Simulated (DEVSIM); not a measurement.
System: Au/SiON/p-InP capacitor, at 400 K.

| layer (left to right) | material | thickness (nm) | Na (cm⁻³) |
|---|---|---|---|
| 1 | SiON | 2.70 | - |
| 2 | InP | 990 | 4e17 |

Metal gate on the left, work function 5.1 eV. Fixed charge at the semiconductor interface 0 cm⁻² (in units of +e); no interface traps.

Constants are typed, rounded textbook-type inputs, not results; the design itself was drawn at random and stands for no fabricated device. Values at 300 K; Nc and Nv go as T^1.5, mobilities as T to minus their exponent, the gap by Varshni's rule with the affinity fixed.

```tsv
parameter	SiON	InP
gap (eV)	7	1.344
affinity (eV)	1.4	4.38
permittivity	5.5	12.5
Nc (cm⁻³)	-	5.7e17
Nv (cm⁻³)	-	1.1e19
Varshni α (eV/K)	-	0.000363
Varshni β (K)	-	162
```

Model (solved in DEVSIM): 1D Poisson equation in equilibrium, Boltzmann statistics, complete ionisation; no quantum confinement or tunnelling. Metal contacts follow the ideal Schottky-Mott rule: no Fermi-level pinning, no interface dipoles.

**Question.** Tabulate band edges, carrier densities and field at 0.3 V on the gate.

**Answer.** Energies count from the Fermi level of the right contact; mesh points crowd at the junctions.

| x (μm) | Ec (eV) | Ev (eV) | n (cm⁻³) | p (cm⁻³) | field (V/cm) |
|---|---|---|---|---|---|
| 0.000 | 3.400 | -3.600 | < 1e2 | < 1e2 | 580000 |
| 0.0007439 | 3.443 | -3.557 | < 1e2 | < 1e2 | 580000 |
| 0.001573 | 3.492 | -3.508 | < 1e2 | < 1e2 | 580000 |
| 0.002343 | 3.537 | -3.463 | < 1e2 | < 1e2 | 580000 |
| 0.003535 | 0.599 | -0.713 | 2.5e10 | 1.8e10 | 250000 |
| 0.005209 | 0.640 | -0.671 | 7.6e9 | 5.9e10 | 240000 |
| 0.008519 | 0.717 | -0.594 | 8.1e8 | 5.5e11 | 220000 |
| 0.01726 | 0.890 | -0.421 | 5300000 | 8.4e13 | 170000 |
| 0.03143 | 1.077 | -0.234 | 24000 | 1.9e16 | 92000 |
| 0.05649 | 1.176 | -0.136 | 1300 | 3.3e17 | 8300 |
| 0.1060 | 1.182 | -0.129 | 1100 | 4.0e17 | 15 |
| 0.2368 | 1.182 | -0.129 | 1100 | 4.0e17 | ≈ 0 |
| 0.4489 | 1.182 | -0.129 | 1100 | 4.0e17 | ≈ 0 |
| 0.6848 | 1.182 | -0.129 | 1100 | 4.0e17 | ≈ 0 |
| 0.8612 | 1.182 | -0.129 | 1100 | 4.0e17 | ≈ 0 |
| 0.9217 | 1.182 | -0.129 | 1100 | 4.0e17 | ≈ 0 |
| 0.9559 | 1.182 | -0.129 | 1100 | 4.0e17 | ≈ 0 |
| 0.9732 | 1.182 | -0.129 | 1100 | 4.0e17 | ≈ 0 |
| 0.9850 | 1.182 | -0.129 | 1100 | 4.0e17 | ≈ 0 |
| 0.9890 | 1.182 | -0.129 | 1100 | 4.0e17 | ≈ 0 |
| 0.9912 | 1.182 | -0.129 | 1100 | 4.0e17 | ≈ 0 |
| 0.9927 | 1.182 | -0.129 | 1100 | 4.0e17 | ≈ 0 |
